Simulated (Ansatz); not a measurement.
Consider Pt-vacancy pair (Pt on one host Mo site, one Mo site vacant) in bcc Mo, neutral cell. All values below come from PBE, PAW (plane waves to 420 eV; Ansatz, an electronic-structure program).

Settings: 36 host sites, the relaxed PBE lattice, a 2×2×3 k-point mesh shifted by half a step, smearing 0.10 eV, spin-restricted, no image-charge correction. No zero-point or tunnelling terms. Spin-orbit coupling is left out. Forms of the defect that were not tried may lie lower.

Barriers: single points on a 3×3×5 k-point mesh shifted by half a step at the bands' geometries (they differ from the bands' own by up to 0.09 eV, and are uncertain by about as much).

Relaxed starting cell (atoms counted from 1):

```
CELL_PARAMETERS angstrom
      9.48245     0.00000     0.00000
      0.00000     9.48245     0.00000
      0.00000     0.00000     6.32164
ATOMIC_POSITIONS crystal
  Pt 0.01318 0.01372 0.02331
  Mo 0.00073 0.00130 0.49376
  Mo 0.00124 0.32700 0.00482
  Mo 0.99913 0.33202 0.49941
  Mo 0.99991 0.66790 0.00119
  Mo 0.00011 0.66683 0.50191
  Mo 0.32642 0.00181 0.00480
  Mo 0.33146 0.99969 0.49940
  Mo 0.33165 0.33221 0.99999
  Mo 0.33181 0.33238 0.49633
  Mo 0.33261 0.66636 0.00199
  Mo 0.33413 0.66441 0.50262
  Mo 0.66732 0.00047 0.00118
  Mo 0.66627 0.00068 0.50189
  Mo 0.66580 0.33318 0.00199
  Mo 0.66386 0.33469 0.50261
  Mo 0.66598 0.66655 0.00431
  Mo 0.66615 0.66672 0.50209
  Mo 0.16810 0.16867 0.73995
  Mo 0.16573 0.49574 0.25083
  Mo 0.16556 0.49773 0.75108
  Mo 0.16901 0.82956 0.25534
  Mo 0.16671 0.83275 0.74878
  Mo 0.49515 0.16631 0.25081
  Mo 0.49716 0.16613 0.75107
  Mo 0.49895 0.49952 0.25148
  Mo 0.49849 0.49906 0.75143
  Mo 0.49915 0.83300 0.25125
  Mo 0.49771 0.83485 0.75249
  Mo 0.82897 0.16957 0.25532
  Mo 0.83216 0.16728 0.74880
  Mo 0.83244 0.49974 0.25127
  Mo 0.83428 0.49828 0.75250
  Mo 0.83169 0.83227 0.25417
  Mo 0.83483 0.83539 0.75075
```

End state 1 differs by these moves (Å; atoms that move under 0.08 Å are left out):

```
atom  element     Δx     Δy     Δz
----  -------  -----  -----  -----
1          Pt   1.31   1.31   1.31
2          Mo  -0.04  -0.04   0.12
3          Mo  -0.05   0.09  -0.04
7          Mo   0.09  -0.05  -0.04
19         Mo  -0.04  -0.04   0.12
22         Mo  -0.05   0.09  -0.04
30         Mo   0.09  -0.05  -0.04
```

Give the forward and backward barriers to end state 1 at the level PBE, PAW.

forward 0.65 eV, backward 0.65 eV; at the saddle point atom 1 has neighbours 4 Mo at 2.69, 2 Mo at 2.71, 6 Mo at 3.37 Å. The saddle point's order was not checked, and it lies on a symmetry element of the cell, where a band can be held.
